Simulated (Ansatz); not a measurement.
**Ti under load (space group P6_3/mmc): band-structure transport figures**

Here is the system:

```yaml
crystal:
  lattice:
    - [2.88789, 0.00000, 0.00000]
    - [-1.44394, 2.50098, 0.00000]
    - [0.00000, 0.00000, 4.65602]
  atoms:
    - { symbol: Ti, position: [0.33333, 0.66667, 0.25000] }
    - { symbol: Ti, position: [0.66667, 0.33333, 0.75000] }
```

These are PBEsol, rigid bands (plane waves, PAW, scalar-relativistic; Ansatz, a quantum-chemistry and plane-wave program) values and carry that method's errors. Condition of this run: uniaxial stress zz = -2 GPa (compression positive) (the target of the relaxation). Geometry: cell and atoms relaxed with PBEsol, then loaded as said.

| Quantity | Value |
|---|---|
| density of states at the Fermi level | 1.83 states/(eV·cell), both spins |
| bare Sommerfeld coefficient | 2.2 mJ/(mol of atoms·K²) |
| Drude plasma energy | 3.8 (x), 3.8 (y), 4.0 (z) eV |
| root-mean-square Fermi velocity | 3.2e5 m/s |
| resistivity times τ | 34 (x), 34 (y), 30 (z) ×10⁻²² Ω·m·s |

A metal at this level (no band gap); rigid bands, thermally averaged at 300 K, both spins. Spin-orbit coupling is left out. τ is one relaxation time for all states.
